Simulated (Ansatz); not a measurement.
Input and output of a self-consistent single point for GaN (P4_2/mmc, 4 atoms in the cell) (Ansatz, a first-principles code).

Level of theory: PBEsol, default PAW files made with PBE (plane waves; Ansatz).

```
GaN
1.0
    2.94700     0.00000     0.00000
    0.00000     2.94700     0.00000
    0.00000     0.00000     5.18909
Ga N
2 2
Direct
  0.00000   0.50000   0.00000
  0.50000   0.00000   0.50000
  0.00000   0.00000   0.25000
  0.00000   0.00000   0.75000
```

Reference input (self-consistent single point, DFT, PBE, plane waves, default PAW files): basis.ecutwfc = 420 eV; kpoints.mp_grid.grid = 11 11 7; hamiltonian.xc = pbe; hamiltonian.pseudopotentials = {kind: paw} (the program's default PAW files); scf.occupations.method = cold; scf.occupations.width = 0.136 eV. This run's input differs from it in these lines:

Ansatz 0.2 input:
```diff
@@ -16,3 +16,3 @@
 hamiltonian:
-  xc: pbe
+  xc: pbesol
   pseudopotentials:
```

Output, abridged:

```
SCF iter   1: F=—  HF=-8242.350280 eV  |F-HF|=—  |Δ(HF+E_count)|=         —  Δρ=1.25e-2  dr2=2.76e-2  ethr=1.77e-3  ⟨swp⟩=4.9  Hψ=7332  notcnv=0
all-band conjugate gradients solve this SCF's bands
preconditioner: auto → Kerker (q_TF=auto, 2.628 Å⁻¹)
SCF iter   2: F=—  HF=-8242.343710 eV  |F-HF|=—  |Δ(HF+E_count)|=   6.57e-3  S|Δr|=    0.00e0  Δρ=5.59e-3  dr2=6.29e-3  ethr=7.67e-5  ⟨swp⟩=2.1  Hψ=3812  notcnv=0
   [... lines left out ...]
SCF iter   5: F=—  HF=-8242.341691 eV  |F-HF|=—  |Δ(HF+E_count)|=   1.27e-5  S|Δr|=    0.00e0  Δρ=2.97e-4  dr2=4.24e-5  ethr=2.57e-7  ⟨swp⟩=2.0  Hψ=3323  notcnv=0
SCF iter   6: F=—  HF=-8242.341680 eV  |F-HF|=—  |Δ(HF+E_count)|=   1.05e-5  S|Δr|=    0.00e0  Δρ=5.98e-5  dr2=4.80e-7  ethr=1.18e-7  ⟨swp⟩=2.0  Hψ=3089  notcnv=0
SCF iter   7: F=-8242.341681 eV  HF=-8242.341681 eV  |F-HF|=1.89e-9  |Δ(HF+E_count)|=   5.29e-7  S|Δr|=    0.00e0  Δρ=9.45e-6  dr2=2.46e-8  ethr=2.78e-10  ⟨swp⟩=5.5  Hψ=8267  notcnv=0
SCF 1 converged in 7 iterations: F = -8242.341681 eV  dr2 = 2.46e-8
Stability not checked (fill_not_monotonic)
Free energy (F): -8242.341681 eV
Internal energy: -8242.343019 eV  (E = F + TS)
E sigma→0 (E₀):  -8242.342127 eV
Entropy (-TS):   0.001338 eV (0.334 meV/atom)
Fermi energy:    10.800106 eV
--- Forces (eV/Å), atoms counted from 1 ---
  atom   1  Ga     0.00000000     0.00000000    -0.00000000
   [... zero for the other atoms too ...]
--- Stress (GPa, compression-positive) ---
        8.992271       0.000000       0.000000
        0.000000       8.992271      -0.000000
        0.000000      -0.000000      10.605086
  P = ⅓ Tr σ = 9.5299 GPa (95.299 kbar)
  The stress holds the Pulay correction. Without it, at fixed plane waves, as pw.x and ABINIT print it: P = 9.0307 GPa
```

The run converged in 7 iterations. Against the reference run the pressure goes from 15.85 to 9.53 GPa.

The starting cell was generated: these elements placed on a structure prototype, without a prior relaxation; it need not be a known phase or ordering of this composition. With a pressure of about 10 GPa the cell is away from its equilibrium volume at this level. Ansatz's pressure includes its estimate of the finite-basis (Pulay) stress. The run gives no clean gap (levels at the Fermi energy touch, overlap or are partly filled at this smearing), which alone does not show that the compound is a metal.
